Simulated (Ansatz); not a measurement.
# The (321) surface of bcc Nb in its 1x1 cell, outermost plane spacing 0.88 Å in the ideal cut

These are r2SCAN, at the PBE geometry (plane waves to 500 eV, PAW; Ansatz, an electronic-structure program) values and carry that method's errors.

Set-up: 12 atoms, 9.7 Å thick at the start (thin: gaps and levels are the slab's own); mesh 13x6x1; 0.1 eV smearing; dipole correction on; single point; on the structure that PBE left under its start's symmetry; no spin, no spin-orbit, no U.

| Quantity | Result |
|---|---|
| surface energy (mean of both faces) | 2.43 J/m² |
| work function of the top face | 4.05 eV |
| cost | about 3 core-minutes (a rough figure) |
